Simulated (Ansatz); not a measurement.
Band structure of BeCo (Pm-3m, 2 atoms in the cell).

```yaml
crystal:
  lattice:
    - [2.57175, 0.00000, 0.00000]
    - [0.00000, 2.57175, 0.00000]
    - [0.00000, 0.00000, 2.57175]
  atoms:
    - { symbol: Be, position: [0.00000, 0.00000, 0.00000] }
    - { symbol: Co, position: [0.50000, 0.50000, 0.50000], spin: 3.0 }
```
(The spins are starting values, not results.)

Level of theory: PBEsol, PAW files made with PBE (plane waves; Ansatz, an electronic-structure program).

Settings: kpoints.mp_grid.grid = 9 9 9; hamiltonian.xc = pbesol; hamiltonian.pseudopotentials = {kind: paw} (the program's default PAW files); magnetization.spin_polarized = true; scf.occupations.method = fermi_dirac; scf.occupations.width = 0.0073 Ry; kpoints.band_path.npoints = 8.

The starting cell comes from a database of computed structures (which also holds hypothetical and non-ambient phases and stackings), without a prior relaxation at this level. The moments shrank to a small part of their start, a low-spin state that need not be the lowest.

Levels in eV from the Fermi level, bands 7 to 14 of the first spin channel:
```csv
point,7,8,9,10,11,12,13,14
Γ,-2.91,-0.20,-0.20,-0.20,7.83,7.83,7.83,15.47
X,-2.40,-1.45,-1.45,-0.09,1.35,12.75,12.75,15.56
M,-1.38,-1.38,-0.97,-0.97,0.54,6.56,7.37,12.78
R,-4.13,0.59,0.59,6.78,6.78,6.78,7.44,7.44
```

Bands cross the Fermi level along this path, so the cell is metallic at this level.

The net moment of the cell came out as 0.31 μB.

Keys are those of Ansatz 0.2.
